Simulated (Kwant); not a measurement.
System: quantum point contact (saddle potential) in a InAs two-dimensional gas. Effective mass 0.023 mₑ, grid spacing 4.2 nm, hard walls, nominal width 100 nm (23 grid rows, so walls 100.8 nm apart), one parabolic valley, scattering region 300 nm long along x; energies count from the band bottom; Fermi energy 0.0265 eV. Potential (V0 + ½k y²) cos²(πx/L) for |x| < L/2, with V0 swept from 0.027825 to 0 eV, k = 5.7e-05 eV/nm², L = 250 nm. Perpendicular field 0.41 T, also in the leads; orbital effect alone.

The device is made up for the run: typed textbook-type constants, with dimensions and the other settings drawn at random.

Kwant, effective-mass tight-binding model on a square grid, one spin, coherent transport at 0 K. Conductance is in e²/h.

Sweep values stay those of the base run.

The Fermi energy was swept, all else fixed.

| Fermi energy (eV) | G (e²/h) at V0 = 20.97 meV | G (e²/h) at V0 = 7.259 meV | G (e²/h) at V0 = 14.11 meV | mean G (e²/h) over the sweep |
|---|---|---|---|---|
| 0.013 | 1.6e-9 | 0.098 | 3.6e-6 | 0.23 |
| 0.019 | 8.7e-6 | 1.00 | 0.048 | 0.44 |
| 0.023 | 0.0019 | 1.00 | 0.95 | 0.67 |
| 0.0265 | 0.15 | 1.10 | 1.00 | 0.92 |
| 0.032 | 0.99 | 2.00 | 1.03 | 1.31 |
| 0.04 | 1.14 | 2.10 | 2.00 | 1.90 |

From the first row to the last the G at V0 = 20.97 meV goes from 1.6e-9 to 1.14. From the first row to the last the G at V0 = 7.259 meV goes from 0.098 to 2.10.
